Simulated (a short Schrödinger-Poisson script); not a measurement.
Stack: MOS inversion layer, SiO2 on p-type Si(111), at 300 K.

```
layer  material  thickness (nm)  Na (cm⁻³)
-----  --------  --------------  ---------
1          SiO2             3.4          -
2            Si             810     2.8e17
```

Constants are typed, rounded textbook-type inputs, not results; the design itself was drawn at random and stands for no fabricated device. SiO2: permittivity 3.9, conduction-band edge (eV) 3.15, gap (eV) 9, electron mass (mₑ) 0.5. Si: permittivity 11.7, conduction-band edge (eV) 0, gap (eV) 1.124, Nv at 300 K (cm⁻³) 3.1e19.

Channel valleys (confinement mass, in-plane density-of-states mass, number): Δ6 0.258, 0.358, 6. At the gate the conduction-band edge of layer 1 lies 3.4 eV − eVg above the Fermi level of the channel; the field vanishes at the back. Gaps are held at their typed values at every temperature. Mesh 0.03 nm at interfaces.

Solved with a short Schrödinger-Poisson script written for these runs: 1D Poisson equation in equilibrium, electrons quantum, Hartree (BenDaniel-Duke, 12 states a valley, the channel's in-plane mass for all, wave functions ending at the dielectric), parabolic valleys, classical holes, full ionisation, no traps, pinning or gate leakage.

The same stack at other levels of the model or other numerical settings:

```
run                                          sheet density of all electrons at Vg = 2.7 V (cm⁻²)  sheet density of all electrons at Vg = 0.9 V (cm⁻²)  capacitance at Vg = 2.7 V (μF/cm²)  centroid of the channel electrons at Vg = 2.7 V (nm)  rough cost against the base
-------------------------------------------  ---------------------------------------------------  ---------------------------------------------------  ----------------------------------  ----------------------------------------------------  ---------------------------
base                                                                                     1.13e13                                              1.61e12                               0.896                                                  1.86                      about 1
electrons treated as classical, Boltzmann                                                1.31e13                                              2.19e12                               0.992                                                  0.40                         0.04
electrons treated as classical, Fermi-Dirac                                              1.28e13                                              2.16e12                               0.961                                                  0.61                          0.2
mesh six times as coarse                                                                 1.13e13                                              1.61e12                               0.896                                                  1.85                          0.3
one subband a valley                                                                     1.13e13                                              1.61e12                               0.896                                                  1.84                          0.7
```

The classical rows ignore confinement, and Boltzmann statistics overrate the density once the band edge passes the Fermi level.
